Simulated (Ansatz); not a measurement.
## ZrSi2, pressure series

Base system: ZrSi2 (space group Cmcm, No. 63; a = 3.704 Å, b = 14.792 Å, c = 3.679 Å).

Cell and atoms are relaxed at each pressure.

Computed with PBE (Ansatz, a quantum-chemistry and plane-wave program; PAW; 420 eV plane waves; no spin-orbit coupling).

Notes on the quantities. enthalpy: H = E + PV relative to the base's energy.

```csv
case,volume per atom,enthalpy
base,16.80 Å³,–
pressure −2 GPa,17.08 Å³,-0.21 eV/atom
pressure −1 GPa,16.94 Å³,-0.11 eV/atom
pressure 0.9 GPa,16.68 Å³,+0.09 eV/atom
pressure 2.1 GPa,(withheld),+0.22 eV/atom
pressure 4.5 GPa,16.24 Å³,+0.46 eV/atom
pressure 9 GPa,(withheld),+0.91 eV/atom
pressure 15 GPa,(withheld),+1.49 eV/atom
pressure 22.5 GPa,14.63 Å³,+2.19 eV/atom
pressure 30 GPa,14.13 Å³,+2.86 eV/atom
```

Problem. Fill in the withheld entries from the trend.

Solution. 
- pressure 2.1 GPa, volume per atom: 16.53 Å³
- pressure 9 GPa, volume per atom: 15.76 Å³
- pressure 15 GPa, volume per atom: 15.21 Å³

Load acts through the strain it causes; cell and atoms are relaxed under it. Stability against distortions was not tested. No other phases were tried under pressure. All final runs are without spin polarisation.
